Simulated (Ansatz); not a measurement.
The (100) surface of zinc-blende InAs in its 1x1 cell (cut with top plane In, bottom plane As), relaxed from an ideal cut (the real face may reconstruct), with unlike faces, outermost plane spacing 1.55 Å in the ideal cut, from a spin-polarised start

Level of theory: PBE (plane waves to 420 eV, PAW; Ansatz, an electronic-structure program).

Set-up: 8 atoms, As4In4, 10.8 Å thick at the start; mesh 6x6x1; 0.025 eV smearing; dipole correction on; all atoms relaxed; start symmetry kept, larger cells not searched; spin-polarised from one start with parallel moments (other orders not tried), no spin-orbit, no U. The slab shows no gap over 0.04 eV on its mesh. The starting moment vanished.

| Quantity | Result |
|---|---|
| surface energy (mean of two unlike faces) | 1.23 J/m^2 |
| surface energy before relaxation (mean of two unlike faces) | 1.24 J/m² |
| work function of the top face | 4.35 eV |
| energy released by relaxation | 0.039 eV |
| cost | roughly 7 core-minutes |
